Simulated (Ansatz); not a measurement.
Given:

```
SnO2
1.0
    4.76909     0.00000     0.00000
    0.00000     4.76909     0.00000
    0.00000     0.00000     3.21208
Sn O
2 4
Cartesian
  2.38454   2.38454   1.60604
  0.00000   0.00000   0.00000
  0.92387   3.84522   1.60604
  3.84522   0.92387   1.60604
  3.30841   3.30841   0.00000
  1.46068   1.46068   0.00000
```

These are PBEsol with spin-orbit coupling, rigid bands (plane waves, PAW; Ansatz, a quantum-chemistry and plane-wave program) values and carry that method's errors. How the cell was made: cell and atoms relaxed with PBEsol.

Task: What conductivity effective mass do dilute holes have at 300 K?

Result: 1.40 (x), 1.40 (y), 1.97 (z) mₑ.

Task: Predict the electron conductivity mass (n e² τ/σ) at 300 K, by direction if it differs.

Result: 0.198 (x), 0.198 (y), 0.177 (z) mₑ.

Task: And the band gap?

Result: 0.93 eV at this level; semilocal functionals usually fall short of the measured gap.

Rigid bands, one relaxation time for all states, no polarons.
